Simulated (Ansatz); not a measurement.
System: CuI (Cmcm, No. 63, 4 atoms in the cell; start mp-1007922; a measured phase of this formula has another space group). Method: r²SCAN-D4 (PAW; Ansatz, a first-principles code).

Run with plane-wave cutoff 500 eV, 8×8×10 k mesh (along the axes of the cell as run), gaussian smearing 0.02 eV, no spin polarisation, scalar-relativistic PAW data made under PBE.

Cell (relaxed at this level):

```yaml
crystal:
  lattice:
    - [3.58887, -3.63282, 0.00000]
    - [3.58887, 3.63282, 0.00000]
    - [0.00000, 0.00000, 4.31233]
  atoms:
    - { symbol: Cu, position: [0.41752, 0.58248, 0.75000] }
    - { symbol: Cu, position: [0.58248, 0.41752, 0.25000] }
    - { symbol: I, position: [0.77511, 0.22489, 0.75000] }
    - { symbol: I, position: [0.22489, 0.77511, 0.25000] }
```

**Question.** Predict the band gap.

**Answer.** 
* **band gap**: 1.37 eV (on the SCF k mesh)

Note: the relaxation could not lower the start's symmetry, so the cell can be a saddle point above a distorted one.

Spin–orbit coupling is not included; with these elements it can move the gap by several tenths of an eV or more.

Computed values are for the static lattice.

Cost on a shared machine: about 3.0 core-minutes (a rough figure).

A start named mp-… is a Materials Project structure, which need not be a measured phase.
